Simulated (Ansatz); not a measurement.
## WSi2, pressure series

Start from WSi2 (space group I4/mmm, No. 139; a = 3.229 Å, c = 7.868 Å).

Cell and atoms are relaxed at each pressure.

Level of theory: PBE in Ansatz (plane waves to 420 eV, PAW, without spin-orbit coupling), earlier PAW set.

Notes on the quantities. enthalpy: H = E + PV relative to the base's energy.

```json
[
 {"case": "base", "density": "9.71 g/cm³", "enthalpy": "–"},
 {"case": "pressure −2 GPa", "density": "9.62 g/cm³", "enthalpy": "-0.17 eV/atom"},
 {"case": "pressure −1 GPa", "density": "9.67 g/cm³", "enthalpy": "-0.09 eV/atom"},
 {"case": "pressure 1.8 GPa", "density": "9.79 g/cm³", "enthalpy": "+0.15 eV/atom"},
 {"case": "pressure 4.2 GPa", "density": "9.90 g/cm³", "enthalpy": "+0.36 eV/atom"},
 {"case": "pressure 9 GPa", "density": "10.09 g/cm³", "enthalpy": "+0.75 eV/atom"},
 {"case": "pressure 18 GPa", "density": "(withheld)", "enthalpy": "+1.48 eV/atom"},
 {"case": "pressure 30 GPa", "density": "10.83 g/cm³", "enthalpy": "+2.42 eV/atom"},
 {"case": "pressure 45 GPa", "density": "11.28 g/cm³", "enthalpy": "+3.54 eV/atom"},
 {"case": "pressure 60 GPa", "density": "11.69 g/cm³", "enthalpy": "+4.62 eV/atom"}
]
```

Q: Some entries are withheld; estimate them.

A: 
- pressure 18 GPa, density: 10.43 g/cm³

Load acts through the strain it causes; cell and atoms are relaxed under it. Whether these cells are dynamically stable was not tested. No other phases were tried under pressure. The final runs are not spin-polarised.

Ansatz is a program for electronic structure.
